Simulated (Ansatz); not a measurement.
# GePbS3 (P2₁/c, No. 14; cell taken from a computed entry)

Level of theory: PBEsol in Ansatz (plane waves, PAW).

Settings: plane-wave cutoff 520 eV, 6×4×6 k mesh (along the axes of the cell as run), Fermi–Dirac smearing 0.01 eV, scalar-relativistic PAW data made under PBE.

Cell: relaxed with PBEsol: a = 7.214 Å, b = 10.319 Å, c = 6.828 Å, α = γ = 90.00°, β = 105.26°.

```json
{
 "band_gap": "1.67 eV",
 "smallest_direct_gap_on_the_k_points_sampled": "1.79 eV",
 "direct gap at Γ": "1.84 eV"
}
```

Spin–orbit coupling is not included; with these elements it can move the gap by several tenths of an eV or more.

The computed numbers hold no vibrational or temperature effects.

Ansatz is an electronic-structure program.
